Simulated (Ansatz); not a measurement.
In an F-capped Si nanowire along [110], 8 atoms a period besides the caps, the lowest empty band has its minimum at Γ and lies 0.071 eV higher 0.0498 Å⁻¹ away along the axis.

Level of theory: PBE (plane waves to 420 eV, PAW; Ansatz, an electronic-structure program). Mesh 1×1×8. No spin polarisation. It repeats along c; a and b span vacuum. An idealised model, cut from the bulk lattice. It keeps the symmetry and period of its start, so it need not be a minimum against all distortions.

Task: Estimate the electron mass along the axis.

Result: For a parabola ΔE = ħ²Δk²/2m, and ħ²/2mₑ = 3.810 eV Å². So m/mₑ = 3.810 × 0.0498²/0.071 = 0.13. The curvature over a step a third as long gives 0.13; the band is close to a parabola here.
